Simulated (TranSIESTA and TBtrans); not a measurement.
## In chain with one Al atom in place of In

Junction: In chain with one Al atom in place of In. Leads: straight In chain, spacing 3.074 Å. Geometry: 3 atoms about the centre moved by SIESTA (PBE, DZP) to a largest force of 0.01 eV/Å, all others as built, motion along the axis alone.

Computed with TranSIESTA and TBtrans, PBE, DZP numerical orbitals (energy shift 0.15 eV), PseudoDojo norm-conserving scalar-relativistic potentials, mesh cutoff 200 Ry, 300 K, no spin polarisation, no spin-orbit coupling; self-consistent non-equilibrium Green functions.

- Conductance at 300 K (G0 = 2e²/h): 2.83
- Thermopower (μV/K): -4.4
- Mean T from −0.5 to 0.5 eV: 2.10

Energies count from the leads' Fermi level. Transmissions are for one spin of a degenerate pair. The energy step is 0.01 eV; narrower resonances are cut or missed.

```
E (eV)     T  lead channels
------  ----  -------------
-1.95      0              0
-1.80      0              0
-1.65      0              0
-1.50      0              0
-1.35      0              0
-1.20   0.97              1
-1.05   0.96              1
-0.90   0.95              1
-0.75   0.95              1
-0.60   0.94              1
-0.45   0.94              1
-0.30   0.94              1
-0.15   0.94              1
0.00    2.86              3
0.15    2.83              3
0.30    2.81              3
0.45    2.84              3
0.60    2.89              3
0.75    2.93              3
0.90    2.94              3
1.05    2.95              3
1.20    2.95              3
1.35    2.95              3
1.50    2.94              3
1.65    2.93              3
1.80    2.90              3
1.95    2.87              3
```

The straight chain is held at its spacing; free chains may zigzag or dimerise. No spin-polarised start was tried, so a magnetic state, if there is one, is missed.
